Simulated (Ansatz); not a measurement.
Start from TiO$_{2}$ in the anatase structure (space group I4_1/amd, No. 141; a = 3.7393 Å, c = 9.4551 Å). Axes: x, y, z lie along a, b, c of the conventional cell.

The values are results of LDA, PAW, 420 eV (Ansatz, a first-principles code; spin-orbit coupling left out), not measurements.

Now apply this change: tensor shear ε_xz = +1.67 % (engineering shear γ = 0.0334), atoms relaxed at fixed cell.

Q: Predict the stress tensor and what it implies for the stiffness.

A: Stress of the strained cell less that of the base (GPa, compression positive):
```
   0.02    0.00   -1.58
   0.00   -0.26    0.00
  -1.58    0.00   -0.02
```

Then −Δσ/γ with γ = 2ε = 0.0334 gives secant stiffness values (nonlinear terms included at this strain): C55 ≈ 47 GPa.

Stability against distortions was not tested. The final runs are not spin-polarised.
